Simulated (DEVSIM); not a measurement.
Structure: Co/HfO2/p-GaAs capacitor, at 250 K.

| layer (left to right) | material | thickness (nm) | Na (cm⁻³) |
|---|---|---|---|
| 1 | HfO2 | 4.50 | - |
| 2 | GaAs | 1400 | 2.1e17 |

Metal gate on the left, work function 5 eV. Fixed charge at the semiconductor interface 1.7e12 cm⁻² (in units of +e); interface traps 1.6e11 cm⁻² eV⁻¹, uniform in energy, neutral level at 0.5 of the gap above the valence band.

This is a model device: material constants are rounded textbook-type values typed into the input, and sizes, dopings and lifetimes were drawn at random. Values at 300 K; Nc and Nv go as T^1.5, mobilities as T to minus their exponent, the gap by Varshni's rule with the affinity fixed.

```
parameter         HfO2      GaAs
----------------  ----  --------
gap (eV)           5.7     1.424
affinity (eV)      2.5      4.07
permittivity        22      12.9
Nc (cm⁻³)            -    4.7e17
Nv (cm⁻³)            -      9e18
Varshni α (eV/K)     -  0.000541
Varshni β (K)        -       204
```

Simulated with DEVSIM: 1D Poisson equation in equilibrium, Boltzmann statistics, complete ionisation; no quantum confinement or tunnelling. Metal contacts follow the ideal Schottky-Mott rule: no Fermi-level pinning, no interface dipoles.

The interface trap density was swept, all else fixed.

```tsv
interface trap density (cm^-2 eV^-1)	flat-band voltage (V)	minimum of the low-frequency capacitance (μF/cm²)
0	-0.50	0.123
1e10	-0.50	0.124
1e11	-0.51	0.138
1.6e11	-0.51	0.147
3e11	-0.51	0.168
1e12	-0.53	0.269
2e12	-0.55	0.406
```

From the first row to the last the flat-band voltage goes from -0.50 to -0.55. From the first row to the last the minimum of the low-frequency capacitance goes from 0.123 to 0.406.
